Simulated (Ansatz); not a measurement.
Take a 12-atom supercell of Rh in the fcc (Cu type) structure (space group Fm-3m, No. 225) at its relaxed geometry as the base.

```
CELL_PARAMETERS angstrom
      0.00000     3.80000     3.80000
      3.80000    -3.80000     3.80000
      3.80000     3.80000     0.00000
ATOMIC_POSITIONS crystal
  Rh 0.00000 0.00000 0.00000
  Rh 0.00000 0.00000 0.50000
  Rh 0.16667 0.33333 0.16667
  Rh 0.16667 0.33333 0.66667
  Rh 0.33333 0.66667 0.33333
  Rh 0.33333 0.66667 0.83333
  Rh 0.50000 0.00000 0.00000
  Rh 0.50000 0.00000 0.50000
  Rh 0.66667 0.33333 0.16667
  Rh 0.66667 0.33333 0.66667
  Rh 0.83333 0.66667 0.33333
  Rh 0.83333 0.66667 0.83333
```

Computed with DFT with r2SCAN, PAW potentials and a 500 eV plane-wave cutoff in Ansatz (a quantum-chemistry and plane-wave program), no SOC.

One neutral defect a cell, atoms relaxed at fixed cell.

One change was made to it. Results:

| quantity | base | after |
|---|---|---|
| pressure | 0.0 GPa | -1.8 GPa |
| largest displacement of a host atom from its site in the perfect cell | – | 0.37 Å |

**Question.** Which change produced these results?
(A) Bi on a Rh site, symmetric start
(B) H interstitial (started 1.90 Å from the nearest host atom), symmetric start
(C) C on a Rh site
(D) Li interstitial (started 1.90 Å from the nearest host atom)

**Answer.** C, C on a Rh site. For comparison, the pressure in the other runs: H interstitial (started 1.90 Å from the nearest host atom), symmetric start gives 4.3 GPa; Li interstitial (started 1.90 Å from the nearest host atom) gives 18.4 GPa; Bi on a Rh site, symmetric start gives 15.0 GPa.

In so small a cell the defect repeats every few ångströms: this is an ordered compound, not a dilute defect. Defects with a symmetric start kept the site's symmetry and may sit on a saddle; the others started slightly shaken. All final runs are without spin polarisation. An odd electron count without spin: Rh11C, Rh12H and LiRh12.
